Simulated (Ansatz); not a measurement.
# O on the 1x1 (101) surface of anatase TiO2 (cut with top plane O), one in a 2x1 cell, started at the site 'top O'

Host crystal: anatase TiO2, with a band gap (PBE, scalar-relativistic without spin-orbit coupling).

Calculation: PBE (plane waves to 420 eV, PAW; Ansatz, a quantum-chemistry and plane-wave program).

Slab: 37 atoms, 9.4 Å thick at the start under the adsorbate (thin: gaps and levels are the slab's own); k 3x4x1, smearing 0.01 eV, dipole-corrected; 14 atoms held, the rest relaxed; no symmetry held; spin-polarised, no spin-orbit, no U, no dispersion correction. The starting moment vanished. At the end it is bonded to O + Ti. In PBE it is, or lies within 0.03 eV of, the lowest of the starts that converged.

The energy of the end state, in which the adsorbate paired with a surface O atom, against ½ O2(g) is 0.92 eV. The gap of the slab on its k-mesh is 1.66 eV. The highest filled level below the top vacuum level is 7.08 eV, the change of the step from the bottom to the top vacuum level, against the clean slab is 0.53 eV and the energy released by relaxation is 1.75 eV. The height of the binding atom over the mean of the host atoms within 0.3 Å of the top one is 0.512 Å and the magnetic moment of the cell is 0.00 μB. The largest move of a host atom comes out as 0.66 Å, the note is in the relaxation the adsorbate left its starting site by 0.7 Å and the cost comes out as very roughly 100 core-minutes.

A negative adsorption energy means that the adsorbate is more stable on the surface than in its reference.
